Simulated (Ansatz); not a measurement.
The reference is K₂S in the anti-fluorite structure (space group Fm-3m, No. 225; a = 7.462 Å).

Level of theory: PBE, PAW, 420 eV (Ansatz, a first-principles code; no spin-orbit coupling).

One change was made to it. Results:

The density grows by 0.354 g/cm³ to 2.12 g/cm³; the band gap increases by 0.475 eV to 2.80 eV; the shortest interatomic distance drops by 19.1 pm to 304.0 pm; the width of the top valence band increases by 0.209 eV, from 0.18 eV to 0.38 eV.

Question: Which change produced these results?
A) pressure −2 GPa
B) pressure 0.3 GPa
C) pressure 5 GPa
D) pressure −1 GPa

Answer: C, pressure 5 GPa. For comparison, the band gap in the other runs: pressure −2 GPa gives 1.95 eV; pressure −1 GPa gives 2.17 eV; pressure 0.3 GPa gives 2.36 eV.

Load acts through the strain it causes; cell and atoms are relaxed under it. Whether these cells are dynamically stable was not tested. Competing high-pressure phases were not computed.
